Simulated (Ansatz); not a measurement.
Structure of amorphous tellurium (Te56) (periodic cell):

```
Te
1.0
   12.16791     0.00000     0.00000
    0.00000    12.16791     0.00000
    0.00000     0.00000    12.16791
Te
56
Direct
  0.64425   0.78655   0.00204
  0.08809   0.47369   0.33979
  0.32036   0.37902   0.52394
  0.21474   0.67868   0.37773
  0.35339   0.18489   0.18872
  0.83771   0.42010   0.68750
  0.63264   0.01637   0.83832
  0.83159   0.23518   0.51948
  0.81176   0.47847   0.03977
  0.55316   0.09982   0.33971
  0.41533   0.59044   0.26962
  0.06893   0.32692   0.74897
  0.15748   0.23416   0.42332
  0.42501   0.90704   0.76700
  0.22566   0.14731   0.95839
  0.28659   0.92445   0.35404
  0.20405   0.06323   0.57486
  0.77324   0.89035   0.17706
  0.13004   0.96049   0.16162
  0.19207   0.52918   0.68039
  0.96957   0.78831   0.42060
  0.68409   0.33328   0.85833
  0.67526   0.11599   0.13473
  0.29751   0.23568   0.73828
  0.95830   0.26165   0.24423
  0.90269   0.66086   0.22060
  0.94269   0.93226   0.98647
  0.84063   0.90656   0.70324
  0.83155   0.14232   0.93629
  0.37297   0.68052   0.60261
  0.02959   0.32547   0.03373
  0.12023   0.97482   0.83068
  0.37884   0.97190   0.04119
  0.50648   0.57925   0.76690
  0.21085   0.46738   0.13217
  0.96867   0.56475   0.54414
  0.73806   0.35536   0.26275
  0.12025   0.67692   0.88448
  0.71925   0.00055   0.49358
  0.68568   0.71886   0.68170
  0.74554   0.56665   0.37980
  0.95769   0.00333   0.32855
  0.46294   0.84232   0.23324
  0.87306   0.61205   0.85119
  0.57570   0.20263   0.69219
  0.49306   0.28809   0.02639
  0.56179   0.42631   0.56313
  0.35336   0.73209   0.93867
  0.96486   0.11728   0.67883
  0.48548   0.35371   0.33387
  0.44202   0.01014   0.55503
  0.60342   0.78562   0.47032
  0.58862   0.57068   0.06425
  0.05819   0.80786   0.65062
  0.14587   0.70441   0.12423
  0.33659   0.42807   0.87884
```

Method: PBE-D3(BJ), scalar-relativistic without spin-orbit coupling, PAW (Ansatz default set, large-core Te) (plane waves to 420 eV; Ansatz, a quantum-chemistry and plane-wave program). Neutral PBE cell, which sets geometry, pressure and energy: sampling: a 2×2×2 Γ-centred mesh; Fermi-Dirac width 0.05 eV; no spin polarisation.

It comes from a melt-quench run on a machine-learned potential (CHGNet), relaxed afterwards by DFT. The hot cell started wider than the set density and was brought back towards it in steps. It is the lowest in DFT energy of 4 quenches. It is a model cell: composition and starting density were chosen by hand, and all elements were melted together. The geometry includes D3(BJ) dispersion. Its density started from a set value of 5.80 and ended at 6.59 g/cm³. The quench (nominally 33 K/ps over its main leg) was far faster than any real one, so the model tends to hold more defects than a real film. One small periodic cell is one sample of the glass; other quenches scatter about these values. The volume was free in the relaxation, at fixed shape.

Task: Give the pressure, the energy against reference phases and the spacing of the highest filled and lowest empty levels.

Result: 
```yaml
Pressure on a 2×2×2 Γ-centred mesh: 0.22 GPa
Largest force and stress component on that mesh (the relaxation ran on one k-point at (1/4, 1/4, 1/4)): 0.25 eV/Å and 0.5 GPa
Energy relative to trigonal Te (lowest mix at this level among the phases computed, not always the ambient ones): 0.148 eV/atom
Gap on a 2×2×2 Γ-centred mesh (PBE): within the smearing (under twice its width)
```

The levels at the Fermi energy are partly filled. A closed spacing in one fast-quenched cell at PBE doesn't show the material to be a metal.

Bonds are counted up to Te-Te 3.31 Å.
